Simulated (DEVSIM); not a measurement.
System: Al/AlN/p-In0.53Ga0.47As capacitor, at 250 K.

| layer (left to right) | material | thickness (nm) | Na (cm⁻³) |
|---|---|---|---|
| 1 | AlN | 21.0 | - |
| 2 | In0.53Ga0.47As | 3000 | 3.5e16 |

Metal gate on the left, work function 4.1 eV. Fixed charge at the semiconductor interface 1.7e10 cm⁻² (in units of +e); no interface traps.

The device is made up for the run: typed textbook-type constants, with dimensions and the other settings drawn at random. Values at 300 K; Nc and Nv go as T^1.5, mobilities as T to minus their exponent, the gap by Varshni's rule with the affinity fixed.

| parameter | AlN | In0.53Ga0.47As |
|---|---|---|
| gap (eV) | 6.1 | 0.74 |
| affinity (eV) | 1.9 | 4.51 |
| permittivity | 8.5 | 13.9 |
| Nc (cm⁻³) | - | 2.1e17 |
| Nv (cm⁻³) | - | 7.7e18 |
| Varshni α (eV/K) | - | 0.00035 |
| Varshni β (K) | - | 190 |

Simulated with DEVSIM: 1D Poisson equation in equilibrium, Boltzmann statistics, complete ionisation; no quantum confinement or tunnelling. Metal contacts follow the ideal Schottky-Mott rule: no Fermi-level pinning, no interface dipoles.

The temperature was swept, all else fixed.

```json
[
 {"temperature (K)": "250", "flat-band voltage (V)": "-1.06", "minimum of the low-frequency capacitance (μF/cm²)": "0.0682"},
 {"temperature (K)": "300", "flat-band voltage (V)": "-1.02", "minimum of the low-frequency capacitance (μF/cm²)": "0.0745"},
 {"temperature (K)": "350", "flat-band voltage (V)": "-0.97", "minimum of the low-frequency capacitance (μF/cm²)": "0.0791"},
 {"temperature (K)": "400", "flat-band voltage (V)": "-0.93", "minimum of the low-frequency capacitance (μF/cm²)": "0.0861"},
 {"temperature (K)": "450", "flat-band voltage (V)": "-0.88", "minimum of the low-frequency capacitance (μF/cm²)": "0.0981"},
 {"temperature (K)": "500", "flat-band voltage (V)": "-0.83", "minimum of the low-frequency capacitance (μF/cm²)": "0.110"}
]
```

From the first row to the last the flat-band voltage goes from -1.06 to -0.83. From the first row to the last the minimum of the low-frequency capacitance goes from 0.0682 to 0.110.
